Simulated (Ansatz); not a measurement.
Rock-salt TaC was calculated with PBEsol (Ansatz, a first-principles code, PAW).

Run with plane-wave cutoff 500 eV, 14×14×1 k mesh (along the axes of the cell as run), Fermi–Dirac smearing 0.05 eV, scalar-relativistic PAW data made under PBE.

Predict the surface energy of the (100) face and work function of the (100) face.


surface energy of the (100) face: 1.77 J/m²
work function of the (100) face: 3.71 eV

The slab of 12 atoms is relaxed and unreconstructed.

Spin–orbit coupling is not included.

It cost around 7 core-minutes (rough) of CPU time.
